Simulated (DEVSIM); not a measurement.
abrupt Si p-n junction

Device: abrupt Si p-n junction, at 300 K.

```tsv
layer (left to right)	material	thickness (μm)	Nd (cm⁻³)	Na (cm⁻³)	τn (s)	τp (s)
1	Si	0.300	-	1.8e17	0.00087	0.00087
2	Si	0.620	1.6e14	-	0.00087	0.00087
```

Left contact: ohmic. Right contact: ohmic. Voltage is applied to the left contact. Recombination: SRH at mid-gap. Mobility is μmin + (μ − μmin)/(1 + (N/Nref)^α).

The device is made up for the run: typed textbook-type constants, with dimensions and the other settings drawn at random. Values at 300 K.

```
parameter           Si
-------------  -------
gap (eV)         1.124
affinity (eV)     4.05
permittivity      11.7
Nc (cm⁻³)      2.86e19
Nv (cm⁻³)       3.1e19
μn (cm²/Vs)       1417
μp (cm²/Vs)        470
μn,min              52
μp,min              45
Nref,n          9.7e16
Nref,p          2.2e17
αn                0.68
αp                0.72
```

Model (solved in DEVSIM): 1D drift-diffusion, Boltzmann statistics, complete ionisation; no tunnelling, impact ionisation, image-force lowering or self-heating.

| Quantity | Result |
|---|---|
| Potential step across the device at zero bias | 0.678 V |
| Largest field in the device at zero bias | 25000 V/cm |
| Dark forward voltage at 1 A/cm² | 0.411 V |
| Dark forward voltage at 100 A/cm² | 0.603 V |

Dark forward current:

| V (V) | J (A/cm²) |
|---|---|
| 0.05 | 2.8e-6 |
| 0.10 | 2.0e-5 |
| 0.15 | 0.00012 |
| 0.20 | 0.00075 |
| 0.25 | 0.0045 |
| 0.30 | 0.026 |
| 0.35 | 0.14 |
| 0.40 | 0.72 |
| 0.45 | 3.2 |
| 0.50 | 12 |
| 0.55 | 36 |
| 0.60 | 94 |
| 0.65 | 240 |
| 0.70 | 570 |
| 0.75 | 1200 |
| 0.80 | 2000 |
| 0.85 | 2600 |
